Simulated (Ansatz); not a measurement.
For HgS (P6₃mc, No. 186, 4 atoms in the cell; start mp-973676; a measured phase of this formula has another space group), LDA (Ansatz, a quantum-chemistry and plane-wave program, plane waves, PAW) gives:

- lattice parameter a = 4.111 Å
- c axis length = 6.708 Å
- bulk modulus = 67.0 GPa
- cohesive energy = 2.61 eV/atom

### Question
What does PBEsol (plane waves, PAW; Ansatz) give for the same quantities?

### Answer

- lattice constant a: 4.157 Å (increases by 1.1 %)
- lattice parameter c: 6.779 Å (goes up by 1.1 %)
- bulk modulus: 60.0 GPa (shrinks by 10 %)
- cohesive energy: 2.16 eV/atom (shrinks by 0.45 eV/atom)

Changes are worked out from the printed values.

Unless a cell is named, each level is at its own relaxed cell (LDA 24.54, PBEsol 25.36 Å³/atom).

Levels without +SOC leave out spin–orbit coupling, which shifts energies and cells of such heavy elements.

Caveats: the bulk modulus is −V dP/dV from two relaxed cells at ±2 % in volume (LDA, PBEsol); the relaxation could not lower the start's symmetry, so the cell can be a saddle point above a distorted one (LDA, PBEsol). Ansatz's density-functional and Hartree–Fock values are scalar-relativistic unless marked +SOC, with PAW data made under PBE.

A start named mp-… is a Materials Project structure, which need not be a measured phase.
